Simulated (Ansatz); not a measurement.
## PBE against PBEsol: NiSi, biaxial strain −1.05 %, plane normal [001], relaxed out of plane

Start from NiSi (space group Pnma, No. 62; a = 5.190 Å, b = 3.350 Å, c = 5.624 Å; non-magnetic). Axes: x, y, z lie along a, b, c of the conventional cell.

(Cell as relaxed with PBE.)

Levels (all Ansatz, a program for electronic structure, PAW, earlier PAW set): PBE (420 eV, scalar-relativistic without spin-orbit coupling); PBEsol (420 eV, no spin-orbit coupling).

Each level relaxes its own structure.

```csv
base,PBE,PBEsol
volume per atom,12.22 Å³,11.80 Å³
band gap,zero,zero
```

The change: biaxial strain −1.05 %, plane normal [001], relaxed out of plane (Cartesian); in-plane vectors clamped, the third vector and the atoms free.

```json
[
 {"quantity": "volume per atom", "PBE": "12.09 Å³", "PBEsol": "___"},
 {"quantity": "pressure (mean of the normal stresses, compression positive)", "PBE": "2.1 GPa", "PBEsol": "___"}
]
```

**Question.** Predict the PBEsol column.

**Answer.** 
- volume per atom, PBEsol: 11.70 Å³
- pressure (mean of the normal stresses, compression positive), PBEsol: 2.1 GPa

PBE's volume per atom lies 0.395 Å³ above PBEsol's (3.4 %); the two agree on the pressure. Neither level is exact; PBEsol is the comparison here, not a measurement.

Stability against distortions was not tested. Seeded moments were not kept for the base. All final runs are without spin polarisation.
